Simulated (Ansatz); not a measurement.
Start from BN in the wurtzite structure (space group P6_3mc, No. 186; a = 2.555 Å, c = 4.225 Å). Axes: x lies along a and z along c of the hexagonal cell.

Calculations: PBE/PAW in Ansatz (a first-principles code), without spin-orbit coupling.

Modification: uniaxial strain ε_zz = +0.60 %, all other strain components held at zero, atoms relaxed at fixed cell.

Problem. Predict the stress tensor and what it implies for the stiffness.

Solution. Stress of the strained cell less that of the base (GPa, compression positive):
```
  -0.34    0.00    0.00
   0.00   -0.34    0.00
   0.00    0.00   -5.91
```

Then −Δσ_ii/ε with ε = 0.0060 gives relaxed-ion elastic constants: C33 ≈ 985 GPa, C13 ≈ 57 GPa and C23 ≈ 57 GPa.

No phonon test of stability was made.
